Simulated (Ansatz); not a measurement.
Input:

```
C
1.0
    2.49882     0.00000     0.00000
   -1.24941     2.16404     0.00000
    0.00000     0.00000     4.16086
C
4
Direct
  0.33333   0.66667   0.00030
  0.66667   0.33333   0.50030
  0.33333   0.66667   0.37470
  0.66667   0.33333   0.87470
```

All values below come from PBE, rigid bands (plane waves, PAW, scalar-relativistic; Ansatz, a program for electronic structure). Cell: cell and atoms relaxed with PBEsol.

Problem. What conductivity effective mass do dilute holes have at 300 K?

Solution. 0.47 (x), 0.47 (y), 0.70 (z) mₑ.

Problem. Predict the electron conductivity mass (n e² τ/σ) at 300 K, by direction if it differs.

Solution. 0.48 (x), 0.48 (y), 0.28 (z) mₑ.

Problem. And the band gap?

Solution. 3.29 eV at this level; semilocal functionals usually fall short of the measured gap.

Rigid bands, one relaxation time for all states, no polarons. Spin-orbit coupling is left out. Geometry: cell and atoms relaxed with PBEsol.
